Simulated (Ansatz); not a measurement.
Consider SnO₂ in the rutile structure (space group P4_2/mnm, No. 136).

```
CELL_PARAMETERS angstrom
      4.76918     0.00000     0.00000
      0.00000     4.76918     0.00000
      0.00000     0.00000     3.21200
ATOMIC_POSITIONS crystal
  Sn 0.00000 0.00000 0.00000
  Sn 0.50000 0.50000 0.50000
  O  0.30627 0.30627 0.00000
  O  0.80627 0.19373 0.50000
  O  0.19373 0.80627 0.50000
  O  0.69373 0.69373 0.00000
```

Calculations: PBEsol (Ansatz, a first-principles code, PAW, no SOC).

Before the change:

| Item | Result |
|---|---|
| Density | 6.85 g/cm³ |
| Band gap | 0.92 eV |
| Width of the top valence band | 1.24 eV |

Perturbation: a hydrostatic pressure of 30 GPa.

Problem. What does the calculation give for the density, band gap and width of the top valence band after the change?

Solution. The density rises by 0.86 g/cm³ (6.85 g/cm³ → 7.71 g/cm³); the band gap rises by 1.35 eV to 2.27 eV; the width of the top valence band increases by 0.16 eV to 1.40 eV.

Load acts through the strain it causes; cell and atoms are relaxed under it. Stability against distortions was not tested. No other phases were tried under pressure.
